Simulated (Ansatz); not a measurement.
Results of PBE-D3(BJ) in Ansatz (plane waves, PAW) for corundum Ga₂O₃ (metastable phase).

Settings: plane-wave cutoff 520 eV, 8×8×8 k mesh, Fermi–Dirac smearing 0.01 eV, scalar-relativistic PAW data made under PBE.

Energies at three volumes about the minimum:

| V (Å³/atom) | E − E_lowest (meV/atom) |
|---|---|
| 9.692 | 2.65 |
| 9.890 | 0.00 |
| 10.088 | 2.46 |

### Question
Fit a parabola by hand: where is the minimum, and what is the bulk modulus?

### Answer
Slopes: (0.00 − 2.65)/(9.890 − 9.692) = -13.384 and (2.46 − 0.00)/(10.088 − 9.890) = 12.424 meV/Å³. Curvature E″ = 2 × (12.424 − (-13.384))/(10.088 − 9.692) = 130.343 meV/Å⁶. From the middle of the first interval, the slope vanishes at V0 = 9.7910 − (-13.384)/130.343 = 9.894 Å³/atom. B = V0 E″ = 9.894 × 130.343 meV/Å³ × 0.1602 GPa per meV/Å³ = 207 GPa. The full Birch–Murnaghan fit to all volumes gives V0 = 9.890 Å³/atom and B0 = 207 GPa.

Shape and atoms are relaxed at each volume.

Measured, for comparison: bulk modulus 220 ± 9 GPa (room temperature, not corrected to a static lattice, equation of state from high-pressure X-ray diffraction, our sources range from 220 to 252; as tabulated in Phys. Rev. B 77, 094123 (2008), gallium oxide under pressure (UNLV record)). Computed (rounded) less measured: bulk modulus not scored (sources differ).

Note: the bulk modulus comes from volumes at which shape and atoms were relaxed.

Ansatz is an electronic-structure program.
